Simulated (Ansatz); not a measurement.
## Several settings converged on CdHgSe2 (Pmm2, 4 atoms in the cell)

```yaml
crystal:
  lattice:
    - [4.34241, 0.00000, 0.00000]
    - [0.00000, 4.34241, 0.00000]
    - [0.00000, 0.00000, 6.12844]
  atoms:
    - { symbol: Cd, position: [0.50000, 0.50000, 0.50816] }
    - { symbol: Hg, position: [0.00000, 0.00000, 0.00000] }
    - { symbol: Se, position: [0.00000, 0.50000, 0.25301] }
    - { symbol: Se, position: [0.50000, 0.00000, 0.74699] }
```

Base method: LDA (PW92), default PAW files made with PBE (plane waves; Ansatz, an electronic-structure program).

Base settings: basis.ecutwfc = 30.9 Ry; kpoints.mp_grid.grid = 7 7 5; hamiltonian.xc = lda; hamiltonian.pseudopotentials = {kind: paw} (the program's default PAW files); scf.occupations.method = gaussian; scf.occupations.width = 0.0073 Ry.

The count of work is k-points × plane waves × bands × iterations; it is no time. Core times come from one kind of shared machine, to one figure; runs under 30 s give none.

**The k-point mesh at a smearing width of 0.3 eV**

In this ladder: scf.occupations.width = 0.022 Ry.

Only quantities that move along the ladder and can be compared are tabulated.

```csv
kpoints.mp_grid.grid,free energy less the last step's (meV/atom),pressure (GPa),largest difference of a force vector from the last step's (eV/Å),count of work / last
3 3 2,34.47,-2.10,0.035,0.010
3 3 3,38.30,-2.11,0.029,0.010
4 4 3,8.81,-2.40,0.010,0.022
5 5 4,2.51,-2.48,0.003,0.034
6 6 4,0.67,-2.51,0.001,0.060
7 7 5,0.18,-2.52,0.001,0.060
8 8 6,0.05,-2.53,0.000,0.12
12 12 9,0.00,-2.53,0.000,0.31
18 18 13,0.00,-2.53,0.000,1.0
```

Coarsest kpoints.mp_grid.grid that holds the free energy within 5 meV/atom of the last step, with all finer ones: 5 5 4, at 0.034 of the last step's count of work; the step before is off by 8.8 meV/atom.

Coarsest kpoints.mp_grid.grid that holds the forces within 0.005 eV/Å of the last step, with all finer ones: 5 5 4, at 0.034 of the last step's count of work; the step before is off by 0.010 eV/Å.

Coarsest kpoints.mp_grid.grid that holds the pressure within 0.2 GPa of the last step, with all finer ones: 4 4 3, at 0.022 of the last step's count of work; the step before is off by 0.42 GPa.

Two neighbours can agree and both be off: 3 3 2 and 3 3 3 differ by 0.01 GPa in the pressure, yet lie about 0.42 GPa from the last step.

**The width of Methfessel-Paxton smearing**

In this ladder: kpoints.mp_grid.grid = 12 12 8; scf.occupations.method = methfessel_paxton.

Narrow widths need finer meshes than wide ones, so the last steps can hold mesh noise.

Only quantities that move along the ladder and can be compared are tabulated; pressure and forces are left out, as mesh noise rules them at narrow widths.

| scf.occupations.width | free energy less the last step's (meV/atom) | core time / last (rough) |
|---|---|---|
| 0.0367 Ry | 2.70 | 1.0 |
| 0.022 Ry | 0.57 | 0.9 |
| 0.0147 Ry | 0.18 | 0.9 |
| 0.0073 Ry | 0.03 | 1 |
| 0.0037 Ry | 0.00 | 1 |

Widest scf.occupations.width that holds the free energy within 2 meV/atom of the last step, with all finer ones: 0.022 Ry; the step before is off by 2.7 meV/atom.

On the base run: the starting cell comes from a database of computed structures (which also holds hypothetical and non-ambient phases and stackings), without a prior relaxation at this level. Its lattice was rescaled by up to half a per cent. One atom was moved a little off its site on purpose. Ansatz's pressure includes its estimate of the finite-basis (Pulay) stress. The run gives no clean gap (levels at the Fermi energy touch, overlap or are partly filled at this smearing), which alone does not show that the compound is a metal.

Left out of this page: 2 runs of the series outside the window shown, repeating another row's setting, or not comparable; 1 run of the series unsound by tests on forces, stress, charge or solver warnings.

Keys are those of Ansatz 0.2.
